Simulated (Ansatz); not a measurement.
Fluorite HfO₂ (high-temperature phase), treated with PBE0 (plane waves, PAW; Ansatz, an electronic-structure program).

Numerical settings: plane-wave cutoff 520 eV, 8×8×8 k mesh, scalar-relativistic PAW data made under PBE.

Cell (relaxed at this level):

```
CELL_PARAMETERS angstrom
      0.00000     2.52833     2.52833
      2.52833     0.00000     2.52833
      2.52833     2.52833     0.00000
ATOMIC_POSITIONS crystal
  Hf 0.00000 0.00000 0.00000
  O  0.25000 0.25000 0.25000
  O  0.75000 0.75000 0.75000
```

Q: Give the computed Voigt–Reuss–Hill bulk modulus, elastic constant C11, Poisson ratio, elastic constant C44 and elastic constant C12.

A: 
- Voigt–Reuss–Hill bulk modulus = 272 GPa
- elastic constant C11 = 601 GPa
- Poisson ratio = 0.298
- elastic constant C44 = 78.5 GPa
- elastic constant C12 = 107 GPa

Note: symmetry holds this phase in the static calculation, where it need not be a minimum; held by symmetry at 0 K, a high-temperature phase can be a saddle point.

Elastic constants are with the ions relaxed.

Spin–orbit coupling is not included.

The computed numbers hold no vibrational or temperature effects.

The result took very roughly 70 core-minutes.
